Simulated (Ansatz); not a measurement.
Band structure of Ca2Os2O7 (Imma, 22 atoms in the cell).

```yaml
crystal:
  lattice:
    - [-3.68380, 5.16901, 3.77064]
    - [3.68380, -5.16901, 3.77064]
    - [3.68380, 5.16901, -3.77064]
  atoms:
    - { symbol: Os, position: [0.50000, 0.50000, 0.50000] }
    - { symbol: Os, position: [0.50000, 0.00000, 0.00000] }
    - { symbol: O, position: [0.41150, 0.16150, 0.25000] }
    - { symbol: O, position: [0.58850, 0.83850, 0.75000] }
    - { symbol: Os, position: [0.50000, 0.50000, 0.00000] }
    - { symbol: Os, position: [0.00000, 0.50000, 0.50000] }
    - { symbol: Ca, position: [0.00000, 0.00000, 0.00000] }
    - { symbol: Ca, position: [0.50000, 0.00000, 0.50000] }
    - { symbol: O, position: [0.13170, 0.72800, 0.40370] }
    - { symbol: O, position: [0.82430, 0.72800, 0.09630] }
    - { symbol: O, position: [0.86830, 0.27200, 0.59630] }
    - { symbol: O, position: [0.17570, 0.27200, 0.90370] }
    - { symbol: Ca, position: [0.00000, 0.00000, 0.50000] }
    - { symbol: Ca, position: [0.00000, 0.50000, 0.00000] }
    - { symbol: O, position: [0.81870, 0.64110, 0.58900] }
    - { symbol: O, position: [0.55210, 0.22970, 0.91100] }
    - { symbol: O, position: [0.18130, 0.77030, 0.82240] }
    - { symbol: O, position: [0.44790, 0.35890, 0.67760] }
    - { symbol: O, position: [0.18130, 0.35890, 0.41100] }
    - { symbol: O, position: [0.44790, 0.77030, 0.08900] }
    - { symbol: O, position: [0.81870, 0.22970, 0.17760] }
    - { symbol: O, position: [0.55210, 0.64110, 0.32240] }
```

Level of theory: PBEsol, default PAW files made with PBE (plane waves; Ansatz, a program for electronic structure).

Settings: basis.ecutwfc = 420 eV; kpoints.mp_grid.grid = 3 3 3; hamiltonian.xc = pbesol; hamiltonian.pseudopotentials = {kind: paw} (the program's default PAW files); scf.occupations.method = cold; scf.occupations.width = 0.05 eV; kpoints.band_path.npoints = 10.

The starting cell comes from a database of published, mostly measured structures (it also holds non-ambient and calculated ones), without a prior relaxation at this level. Its lattice was rescaled by a random factor within 2.5 % of one. Spin-orbit coupling is off. Spin polarisation is off.

Levels in eV from the Fermi level, bands 91 to 98:
```json
[
 {"point": "Γ", "91": "-1.36", "92": "-0.83", "93": "-0.82", "94": "-0.76", "95": "-0.09", "96": "0.11", "97": "0.12", "98": "0.69"},
 {"point": "X", "91": "-0.40", "92": "-0.18", "93": "-0.04", "94": "-0.01", "95": "0.02", "96": "0.18", "97": "0.19", "98": "0.32"},
 {"point": "L", "91": "-0.57", "92": "-0.14", "93": "-0.10", "94": "0.01", "95": "0.04", "96": "0.08", "97": "0.18", "98": "0.29"},
 {"point": "T", "91": "-0.42", "92": "-0.09", "93": "-0.08", "94": "-0.06", "95": "-0.05", "96": "-0.01", "97": "0.06", "98": "0.08"},
 {"point": "W", "91": "-0.35", "92": "-0.35", "93": "-0.07", "94": "-0.07", "95": "0.07", "96": "0.07", "97": "0.25", "98": "0.25"},
 {"point": "R", "91": "-0.49", "92": "-0.49", "93": "-0.17", "94": "-0.17", "95": "-0.07", "96": "-0.07", "97": "0.12", "98": "0.12"},
 {"point": "X1", "91": "-0.40", "92": "-0.18", "93": "-0.04", "94": "-0.01", "95": "0.02", "96": "0.18", "97": "0.19", "98": "0.32"},
 {"point": "Z", "91": "-0.24", "92": "-0.19", "93": "-0.06", "94": "-0.06", "95": "-0.05", "96": "0.03", "97": "0.09", "98": "0.12"},
 {"point": "Y", "91": "-0.45", "92": "-0.32", "93": "-0.13", "94": "-0.11", "95": "0.00", "96": "0.09", "97": "0.20", "98": "0.33"},
 {"point": "S", "91": "-0.60", "92": "-0.33", "93": "-0.22", "94": "-0.14", "95": "-0.06", "96": "0.05", "97": "0.05", "98": "0.68"}
]
```

Bands cross the Fermi level along this path, so the cell is metallic at this level.

Keys are those of Ansatz 0.2.
